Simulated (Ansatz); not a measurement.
Consider the following.

```
CELL_PARAMETERS angstrom
      0.00000     2.33462     2.33462
      2.33462     0.00000     2.33462
      2.33462     2.33462     0.00000
ATOMIC_POSITIONS crystal
  Zr 0.00000 0.00000 0.00000
  C  0.50000 0.50000 0.50000
```

Level of theory: PBEsol, DFPT electron-phonon coupling, linearised Boltzmann equation (plane waves, PAW, scalar-relativistic; Ansatz, a program for electronic structure). How the cell was made: relaxed with this functional, without spin-orbit coupling.

**Question.** Estimate the phonon-limited resistivity at 300 K, by direction if it differs.

**Answer.** 16.1 μΩ·cm.

**Question.** And the electrons' mean free path at that temperature?

**Answer.** 22 nm, weighted by the current that each state carries. Wires not much wider than this gain resistivity from their walls.

A metal at this level (no band gap). Only scattering by harmonic phonons is included (no impurities, grain boundaries, electron-electron scattering or thermal expansion). Spin-orbit coupling is left out. Halving the electron mesh (32x32x32) moves the resistivity by up to 6 % at 300 K, the mean free path by up to 4 %. Smearing 0.20 eV; phonons on a 5x5x5 q mesh, which this run doesn't test.
